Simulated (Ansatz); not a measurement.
Consider GaN in the zinc blende structure (space group F-43m, No. 216; a = 4.4981 Å).

One thing is altered: every lattice vector is stretched by 3.00 %, atoms relaxed at fixed cell.

Calculations: PBEsol (Ansatz, a quantum-chemistry and plane-wave program; PAW; 420 eV plane waves; spin-orbit coupling left out).

Base, band edges from the VBM (valence, conduction): X -2.75, 3.22; W -3.72, 6.12; L -0.98, 4.59; Γ 0.00, 1.70; K -2.21, 4.88; U -2.21, 4.88 eV.

Give the band edges at the high-symmetry points of the new zone, measured from its valence-band maximum.


| point | valence edge (eV) | conduction edge (eV) |
|---|---|---|
| Γ | 0.00 | 1.14 |
| X | -2.45 | 3.20 |
| U | -1.97 | 4.73 |
| K | -1.97 | 4.73 |
| L | -0.88 | 4.00 |
| W | -3.30 | 5.95 |

The gap is 1.14 eV, direct at Γ.

The cells carry an imposed strain or load. Whether these cells are dynamically stable was not tested. This is not the structure that GaN has at room temperature and ambient pressure.
